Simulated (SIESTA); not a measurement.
Input and output of a self-consistent single point for ScPb3 (I4/mmm, 4 atoms in the cell) (SIESTA).

Method: LDA PW92, numerical atomic orbitals DZP, PseudoDojo LDA standard norm-conserving potentials (rewritten from UPF to PSML) (SIESTA).

The change in words: lattice scaled by 0.98. Reference geometry:
```
CELL_PARAMETERS angstrom
     -2.26730     2.26730     5.52468
      2.26730    -2.26730     5.52468
      2.26730     2.26730    -5.52468
ATOMIC_POSITIONS crystal
  Sc 0.00000 0.00000 0.00000
  Pb 0.75000 0.25000 0.50000
  Pb 0.25000 0.75000 0.50000
  Pb 0.50000 0.50000 0.00000
```

Reference input (self-consistent single point, DFT, LDA PW92, numerical atomic orbitals DZP, PseudoDojo LDA standard norm-conserving potentials (rewritten from UPF to PSML)): XC.functional = LDA; XC.authors = PW92; potentials = PseudoDojo LDA standard; PAO.BasisSize = DZP; PAO.EnergyShift = 0.01 Ry; MeshCutoff = 400 Ry; kgrid.MonkhorstPack = 7 7 7; OccupationFunction = MP; OccupationMPOrder = 0; ElectronicTemperature = 50 meV; MaxSCFIterations = 150; SCF.Mixer.Method = Pulay. This run's input differs from it in these lines:

```diff
@@ -12,5 +12,5 @@
 %block LatticeVectors
-    -4.284576042    4.284576042   10.440141575
-     4.284576042   -4.284576042   10.440141575
-     4.284576042    4.284576042  -10.440141575
+    -4.198884522    4.198884522   10.231338176
+     4.198884522   -4.198884522   10.231338176
+     4.198884522    4.198884522  -10.231338176
 %endblock LatticeVectors
```

The program printed (abridged):

```
        iscf     Eharris(eV)        E_KS(eV)     FreeEng(eV)     dDmax    Ef(eV) dHmax(eV)
   scf:    1    -7044.471864    -7048.246777    -7048.249673  1.865358 -3.538080  4.632473
   scf:    2    -7049.418308    -7048.925303    -7048.929373  0.088374 -3.691572  2.166585
   scf:    3    -7049.447076    -7049.205877    -7049.209240  0.068387 -3.768426  1.313006
   scf:    4    -7049.390700    -7049.312667    -7049.315594  0.054026 -3.827409  0.312782
   scf:    5    -7049.317875    -7049.315843    -7049.318768  0.009795 -3.843983  0.023002
   [... 3 lines left out ...]
   scf:    9    -7049.315980    -7049.315993    -7049.318915  0.000313 -3.844560  0.002410
   scf:   10    -7049.315997    -7049.315995    -7049.318915  0.000061 -3.844359  0.001208
   scf:   11    -7049.315993    -7049.315994    -7049.318915  0.000021 -3.844468  0.000109
   scf:   12    -7049.315994    -7049.315994    -7049.318915  0.000004 -3.844470  0.000019
SCF Convergence by DM+H criterion
max |DM_out - DM_in|         :     0.0000036914
max |H_out - H_in|      (eV) :     0.0000187024
SCF cycle converged after 12 iterations

Using DM_out to compute the final energy and forces

siesta: E_KS(eV) =            -7049.3160

siesta: E_KS - E_eggbox =     -7049.3160

siesta: Atomic forces (eV/Ang):
     1    0.000000    0.000000   -0.000000
     2    0.000047   -0.000047   -0.000000
     3   -0.000047    0.000047    0.000000
     4    0.000000   -0.000000   -0.000000
   Tot    0.000000    0.000000   -0.000000
   Max    0.000047
   Res    0.000027    sqrt( Sum f_i^2 / 3N )
   Max    0.000047    constrained

Stress tensor Voigt[x,y,z,yz,xz,xy] (kbar):       16.62       16.62       25.23        0.00        0.00        0.01
(Free)E + p*V (eV/cell)    -7050.6195
   [... lines left out ...]
siesta: FreeEng =     -7049.318915
siesta: Cell volume =        106.921167 Ang**3
siesta:         -19.48839107        -19.48734185  kBar
   [... lines left out ...]
   4 14.415   1.454   0.139   0.778   0.643   0.778   0.092   0.009   0.092
              1.974   1.987   1.992   1.987   2.003   0.080   0.117   0.071

              0.117   0.101

mulliken: Qtot =       53.000

Mulliken Atomic Populations:
Atom #   charge [q] valence [e]  Species
     1     0.687845   10.312155  Sc
     2    -0.136671   14.136671  Pb
     3    -0.136671   14.136671  Pb
     4    -0.414503   14.414503  Pb
 Total     0.000000
```

The run converged in 12 iterations. Against the reference run the free energy falls by 35.9 meV/atom and the pressure goes from -4.71 to -1.95 GPa.

The starting cell comes from a database of computed structures (which also holds hypothetical and non-ambient phases and stackings), without a prior relaxation at this level. For this run, on top of that: lattice scaled by 0.98. Values carry the incompleteness of an atom-centred basis.

Cost on one core of a shared machine: roughly 40 s.
